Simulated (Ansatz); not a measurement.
# Cu3SbSe4 under a change: biaxial strain −1.50 %, plane normal [001], relaxed out of plane

The reference is Cu3SbSe4 (space group I-42m, No. 121; a = 5.627 Å, c = 11.184 Å). Axes: x, y, z lie along a, b, c of the conventional cell.

One thing is altered: compressive biaxial strain of 1.50 % in the plane normal to [001], as in epitaxy on a mismatched substrate; the out-of-plane cell vector and the atoms relax.

Method: PBEsol, PAW, 420 eV (Ansatz, a first-principles code; scalar-relativistic without spin-orbit coupling). Γ-centred 12×12×12 mesh, Fermi–Dirac width 0.05 eV.

| quantity | base | changed | shift |
|---|---|---|---|
| volume per atom | 22.13 Å³ | 21.92 Å³ | -0.21 Å³ |
| space group | I-42m (No. 121) | I-42m (No. 121) | – |
| shortest interatomic distance | 2.373 Å | 2.365 Å | -0.0074 Å |
| energy relative to the base (free energy F) | 0 meV/atom | +2.1 meV/atom | +2.1 meV/atom |
| band gap | zero | zero | – |
| out-of-plane strain (rough) | – | +2.09 % | – |
| mean in-plane stress (compression positive) (rough) | – | +1.0 GPa | – |

Final structure (turned so that z lies along the plane normal):

```yaml
crystal:
  lattice:
    - [5.54277, 0.00000, 0.00000]
    - [0.00000, 5.54277, 0.00000]
    - [2.77138, -2.77138, 5.70871]
  atoms:
    - { symbol: Cu, position: [0.50000, 0.50000, 0.00000] }
    - { symbol: Sb, position: [0.00000, 0.00000, 0.00000] }
    - { symbol: Se, position: [0.86446, 0.13554, 0.73024] }
    - { symbol: Se, position: [0.13554, 0.40529, 0.26976] }
    - { symbol: Se, position: [0.40529, 0.59471, 0.73024] }
    - { symbol: Se, position: [0.59471, 0.86446, 0.26976] }
    - { symbol: Cu, position: [0.25000, 0.25000, 0.50000] }
    - { symbol: Cu, position: [0.75000, 0.75000, 0.50000] }
```

Without a gap, meshes like the base's 12×12×12 leave anisotropic stresses uncertain by several tenths of a GPa, and small strain energies with them. Whether these cells are dynamically stable was not tested. The final runs are not spin-polarised.
